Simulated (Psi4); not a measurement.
Psi4 1.11, HF/def2-svp, scf_type pk: [SiH3]CCO[SiH3], 15 atoms. The geometry is a generated start, not checked to be a minimum at this level.

```
Item                                              Value
-----------------------  ------------------------------
task                                             energy
method                                              scf
basis                                          def2-svp
memory                                             7 GB
e_convergence                                     1e-08
d_convergence                                     1e-07
guess                    auto, which took SAD (default)
diis_max_vecs                              10 (default)
scf_initial_accelerator                 adiis (default)
basis functions                                     128
```

```xyz
15

Si     2.5974    -0.1132     0.4938
C      1.0386     0.6695    -0.1435
C     -0.2264    -0.1661     0.0409
O     -1.3195     0.5734    -0.4969
Si    -2.8409    -0.0979    -0.4344
H      2.4735    -0.3805     1.9491
H      2.8371    -1.4048    -0.1983
H      3.7616     0.7793     0.2652
H      0.8949     1.6413     0.3451
H      1.1582     0.8998    -1.2095
H     -0.3965    -0.3653     1.1079
H     -0.1267    -1.1253    -0.4855
H     -3.1966    -0.3566     0.9820
H     -2.8318    -1.3842    -1.1725
H     -3.8229     0.8305    -1.0435
```
Charge 0, spin multiplicity 1.

The reference run uses exact four-centre integrals (scf_type = pk). Single runs; times are not shown.

Settings tried, all else as in the reference:
- scf_type = mem_df
- scf_type = dfdirj+snlink
- scf_type = dfdirj+cosx, cosx_radial_points_final = 75, cosx_spherical_points_final = 302
- scf_type = cd, cholesky_tolerance = 1e-05
- scf_type = cd, cholesky_tolerance = 0.001
- scf_type = dfdirj+cosx
- scf_type = dfdirj+cosx, cosx_radial_points_final = 50, cosx_spherical_points_final = 194
- scf_type = cd, cholesky_tolerance = 0.01
- scf_type = dfdirj+cosx, cosx_radial_points_final = 25, cosx_spherical_points_final = 50
- scf_type = dfdirj+link
- scf_type = cd, cholesky_tolerance = 0.0001 (default)
- scf_type = cd, cholesky_tolerance = 1e-06

Problem. Which settings reproduce the reference to 0.10 meV/atom in energy?

Solution. Within it: scf_type = cd, cholesky_tolerance = 1e-06; scf_type = dfdirj+cosx, cosx_radial_points_final = 50, cosx_spherical_points_final = 194. At the edge (between 0.75 and 1.33 times the tolerance): scf_type = dfdirj+cosx, cosx_radial_points_final = 75, cosx_spherical_points_final = 302; scf_type = cd, cholesky_tolerance = 1e-05. Outside: scf_type = dfdirj+cosx; scf_type = mem_df; scf_type = dfdirj+link; scf_type = dfdirj+snlink; scf_type = cd, cholesky_tolerance = 0.0001 (default); scf_type = cd, cholesky_tolerance = 0.001; scf_type = dfdirj+cosx, cosx_radial_points_final = 25, cosx_spherical_points_final = 50; scf_type = cd, cholesky_tolerance = 0.01.

| setting | energy against the reference |
|---|---|
| scf_type = cd, cholesky_tolerance = 1e-06 | +0.017 meV/atom |
| scf_type = dfdirj+cosx, cosx_radial_points_final = 50, cosx_spherical_points_final = 194 | +0.072 meV/atom |
| scf_type = dfdirj+cosx, cosx_radial_points_final = 75, cosx_spherical_points_final = 302 | +0.083 meV/atom |
| scf_type = cd, cholesky_tolerance = 1e-05 | −0.11 meV/atom |
| scf_type = dfdirj+cosx | +0.16 meV/atom |
| scf_type = mem_df | +0.17 meV/atom |
| scf_type = dfdirj+link | −0.37 meV/atom |
| scf_type = dfdirj+snlink | −0.38 meV/atom |
| scf_type = cd, cholesky_tolerance = 0.0001 (default) | −0.60 meV/atom |
| scf_type = cd, cholesky_tolerance = 0.001 | +5.1 meV/atom |
| scf_type = dfdirj+cosx, cosx_radial_points_final = 25, cosx_spherical_points_final = 50 | +34 meV/atom |
| scf_type = cd, cholesky_tolerance = 0.01 | +110 meV/atom |

Total energies are compared; such shifts often cancel in part in energy differences. The DFDIRJ builders fit J, which adds its shift to that of exchange. Psi4 runs the final COSX grid once, on the density of the start grid. Also tried and not ranked: scf_type = direct (same energy as a listed run). The tolerance is a choice made for this comparison.
